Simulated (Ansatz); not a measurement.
SiC (F-43m), HSE06, rigid bands (Ansatz, a quantum-chemistry and plane-wave program): N_c = 1.36e19 cm⁻³ at 300 K and an electron conductivity mass of 0.290 mₑ.

Q: For 1e16 electrons per cm³ at 300 K, place the Fermi level, estimate the Seebeck coefficient of a parabolic band with constant τ, and give mobility and conductivity for τ = 10 fs.

A: The level lies k_BT ln(N_c/n) = 0.187 eV below the conduction-band minimum. S ≈ −(k_B/e)[ln(N_c/n) + 5/2] = -837 μV/K, against -835 μV/K from the full bands (mean over directions). μ = eτ/m = 60.6 cm²/(V·s) and σ = neμ = 0.0972 S/cm. τ is assumed, not computed.

Band transport and this doping are assumed; polarons and phonon drag are left out. Spin-orbit coupling is left out. Geometry: cell and atoms relaxed with PBEsol.
